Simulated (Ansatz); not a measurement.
## Quick settings and what they miss: TiO2 (P3_121, 9 atoms in the cell)

Self-consistent single point.

```yaml
crystal:
  lattice:
    - [5.47783, 0.00000, 0.00000]
    - [-2.73892, 4.74394, 0.00000]
    - [0.00000, 0.00000, 5.96873]
  atoms:
    - { symbol: Ti, position: [0.53306, 0.53306, 0.00000] }
    - { symbol: Ti, position: [0.46694, 0.00000, 0.33333] }
    - { symbol: Ti, position: [0.00000, 0.46694, 0.66667] }
    - { symbol: O, position: [0.41893, 0.27037, 0.21267] }
    - { symbol: O, position: [0.72963, 0.14856, 0.54600] }
    - { symbol: O, position: [0.85144, 0.58107, 0.87934] }
    - { symbol: O, position: [0.27037, 0.41893, 0.78733] }
    - { symbol: O, position: [0.14856, 0.72963, 0.45400] }
    - { symbol: O, position: [0.58107, 0.85144, 0.12066] }
```

Method of the run: LDA (PW92), PAW files made with PBE (plane waves; Ansatz, a program for electronic structure).

Base settings: basis.ecutwfc = 420 eV; kpoints.mp_grid.grid = 6 6 5; hamiltonian.xc = lda; hamiltonian.pseudopotentials = {kind: paw} (the program's default PAW files); scf.occupations.method = fixed.

Tight run (finer mesh or higher cutoff; not a proven limit): basis.ecutwfc: 420 eV → 590 eV; kpoints.mp_grid.grid: 6 6 5 → 9 9 7; scf.convergence.dr2_threshold: default (1e-07 eV) → 1e-09 eV. It gave top of the valence band (on the code's own zero) 1.44 eV; gap on the k-point mesh 3.78 eV; pressure 3.02 GPa; largest force (vector length) 0.249 eV/Å.

Quick runs, as changes from the base:
- A: the base itself
- B: basis.ecutwfc: 420 eV → 210 eV; kpoints.mp_grid.grid: 6 6 5 → 8 8 8; scf.convergence.dr2_threshold: default (1e-07 eV) → 0.001 eV
- C: basis.ecutwfc: 420 eV → 295 eV; kpoints.mp_grid.grid: 6 6 5 → 4 4 4
- D: basis.ecutwfc: 420 eV → 210 eV; kpoints.mp_grid.grid: 6 6 5 → 2 2 2

Gaps are read on each run's own mesh, which may miss the band edges.

The count of work is k-points × plane waves × bands × iterations; it is no time. 

Pressures in the table are Ansatz's without its Pulay estimate, at a fixed set of plane waves; the tight run's value above holds the estimate.

The starting cell comes from a database of computed structures (which also holds hypothetical and non-ambient phases and stackings), without a prior relaxation at this level. Its lattice was rescaled by a random factor within 2.5 % of one. In the base run, with a pressure of about 3 GPa the cell is away from its equilibrium volume at this level.

| run | energy less tight (meV/atom) | pressure less tight (GPa) | largest miss in a force vector (eV/Å) | gap on the mesh less tight (eV) | count of work / tight |
|---|---|---|---|---|---|
| A | 4.0 | -0.36 | 0.001 | 0.023 | 0.22 |
| B | 3626.1 | -128.34 | 0.606 | 0.121 | 0.13 |
| C | 303.9 | -17.25 | 0.044 | -0.028 | 0.063 |
| D | 3730.4 | -131.03 | 0.579 | 0.102 | 0.010 |

Among the runs at the tight run's level, the energy misses run from 4.0 to 3730.4 meV/atom.

Left out of this page: 2 runs of the series with a known weakness of the program.

Keys are those of Ansatz 0.2.
